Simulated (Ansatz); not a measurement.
# What biaxial strain −1.13 %, plane normal [110], relaxed out of plane does to ZrN

The reference is ZrN in the rock salt structure (space group Fm-3m, No. 225; a = 4.5525 Å; relaxed with 0.1 eV smearing). Axes: x, y, z lie along the cube axes.

One thing is altered: biaxial strain −1.13 %, plane normal [110], relaxed out of plane (Cartesian); in-plane vectors clamped, the third vector and the atoms free.

All numbers come from DFT with PBEsol, PAW potentials and a 420 eV plane-wave cutoff in Ansatz (a first-principles code), without spin-orbit coupling. k-mesh 22×22×22 (Γ-centred); smearing 0.1 eV (Fermi–Dirac).

```tsv
quantity	base	changed	shift
volume per atom	11.79 Å³	11.62 Å³	-0.17 Å³
space group	Fm-3m (No. 225)	Immm (No. 71)	–
energy relative to the base (free energy F)	0 meV/atom	+5.1 meV/atom	+5.1 meV/atom
pressure (mean of the normal stresses, compression positive)	0.0 GPa	4.1 GPa	+4.1 GPa
band gap	zero	zero	–
out-of-plane strain	–	+0.81 %	–
ratio −ε⊥/ε∥	–	0.72	–
mean in-plane stress (compression positive)	–	+6.2 GPa	–
```

Final structure (turned so that z lies along the plane normal):

```
CELL_PARAMETERS angstrom
      3.18275     0.00000     0.00000
      0.00000     4.50109     0.00000
      1.59138     2.25055     1.62263
ATOMIC_POSITIONS crystal
  N  0.00000 0.00000 0.00000
  Zr 0.00000 0.50000 0.00000
```

No phonon test of stability was made. All final runs are without spin polarisation. An odd electron count without spin: ZrN.
